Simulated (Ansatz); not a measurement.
Base system: SnSe₂ in the CdI2 type structure (space group P-3m1, No. 164; layered, stacked along the Cartesian z axis).

```xyz
3
Lattice="3.8258 0.0000 0.0000 -1.9129 3.3133 0.0000 0.0000 0.0000 6.2309" Properties=species:S:1:pos:R:3 pbc="T T T"
Sn     0.0000     0.0000     0.0000
Se     0.0000     2.2088     1.5760
Se     1.9129     1.1044     4.6549
```

Cartesian axes are those of the cell as printed.

Calculations: DFT with r2SCAN+rVV10, PAW potentials and a 500 eV plane-wave cutoff in Ansatz (a program for electronic structure), no spin-orbit coupling.

Strains are applied to the cell and any free atomic positions relax; under biaxial strain the out-of-plane vector relaxes too.

One change was made to it. Results:

The pressure (mean of the normal stresses, compression positive) goes from zero to 10.17 GPa; the smallest direct gap rises by 0.065 eV, from 1.49 eV to 1.55 eV.

Task: Which change produced these results?
A. biaxial strain −3.68 %, plane normal [001], relaxed out of plane
B. isotropic strain −5.42 %
C. strain tensor (xx, yy, zz, yz, xz, xy) = (−0.37, +1.17, −1.53, +0.42, +0.91, −0.78) %

Result: B, isotropic strain −5.42 %. For comparison, the pressure in the other runs: strain tensor (xx, yy, zz, yz, xz, xy) = (−0.37, +1.17, −1.53, +0.42, +0.91, −0.78) % gives -0.07 GPa; biaxial strain −3.68 %, plane normal [001], relaxed out of plane gives 3.80 GPa.

No phonon test of stability was made.
